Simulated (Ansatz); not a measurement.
## Pressure series in Ga2O3

Consider Ga₂O₃ in the corundum structure (space group R-3c, No. 167; a = 5.058 Å, c = 13.623 Å (hexagonal axes)).

Cell and atoms are relaxed at each pressure.

Level of theory: PBE (Ansatz, a first-principles code; PAW; 420 eV plane waves; spin-orbit coupling left out).

```tsv
case	electron mass	band gap	c/a ratio
base	0.21 mₑ (at Γ)	2.40 eV	2.694
pressure −2 GPa	0.20 mₑ (at Γ)	2.30 eV	2.696
pressure −1 GPa	0.21 mₑ (at Γ)	2.35 eV	2.695
pressure 0.9 GPa	0.21 mₑ (at Γ)	2.45 eV	2.692
pressure 2.1 GPa	0.21 mₑ (at Γ)	2.51 eV	2.691
pressure 4.5 GPa	0.22 mₑ (at Γ)	2.63 eV	2.687
pressure 9 GPa	0.23 mₑ (at Γ)	2.83 eV	2.681
pressure 15 GPa	?	?	?
pressure 22.5 GPa	0.26 mₑ (at Γ)	3.37 eV	2.662
pressure 30 GPa	–	3.63 eV	2.651
```

**Question.** What belongs in the blanks?

**Answer.** 
- pressure 15 GPa, electron mass: 0.24 mₑ (at Γ)
- pressure 15 GPa, band gap: 3.08 eV
- pressure 15 GPa, c/a ratio: 2.672

Load acts through the strain it causes; cell and atoms are relaxed under it. Effective masses come from finite differences of ±0.01 Å⁻¹. Stability against distortions was not tested. No other phases were tried under pressure.
